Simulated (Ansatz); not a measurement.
**Zone-centre phonon calculation of Sr₂Mg (I4/mmm, 3 atoms in the cell) at several settings**

```
CELL_PARAMETERS angstrom
     -2.11821     2.11821     7.24749
      2.11821    -2.11821     7.24749
      2.11821     2.11821    -7.24749
ATOMIC_POSITIONS crystal
  Sr 0.35803 0.35803 0.00000
  Sr 0.64197 0.64197 0.00000
  Mg 0.00000 0.00000 0.00000
```

Base: PBEsol, harder PAW files (source: ansatz) made with PBE (Ansatz, a quantum-chemistry and plane-wave program). Its settings: basis.ecutwfc = 45.6 Ry; kpoints.mp_grid.grid = 13 13 13; hamiltonian.xc = pbesol; hamiltonian.pseudopotentials = {kind: paw, source: ansatz}; scf.occupations.method = gaussian; scf.occupations.width = 0.0073 Ry. Starting volume 43.36 Å³ per atom.

Each line gives the change from the base single point and the result:

- hamiltonian.xc: pbesol → lda; phonons.method: default → dfpt [DFT, LDA (PW92), plane waves, harder PAW files (source: ansatz) made with PBE]: zone-centre frequencies (cm⁻¹; negative means imaginary) 0, 0, 0, 72, 72, 89, 131, 147, 147.
- kpoints.mp_grid.grid: 13 13 13 → 10 10 10; hamiltonian.xc: pbesol → lda; phonons.method: default → dfpt [DFT, LDA (PW92), plane waves, harder PAW files (source: ansatz) made with PBE]: zone-centre frequencies (cm⁻¹; negative means imaginary) 0, 0, 0, 72, 72, 87, 131, 147, 147.

The starting cell comes from a database of computed structures (which also holds hypothetical and non-ambient phases and stackings), without a prior relaxation at this level.

Frequencies and response belong to this unrelaxed cell, and polar modes hold no LO-TO splitting.

Left out of this page: 1 run of the series outside the window shown, repeating another row's setting, or not comparable.

Keys are those of Ansatz 0.2.
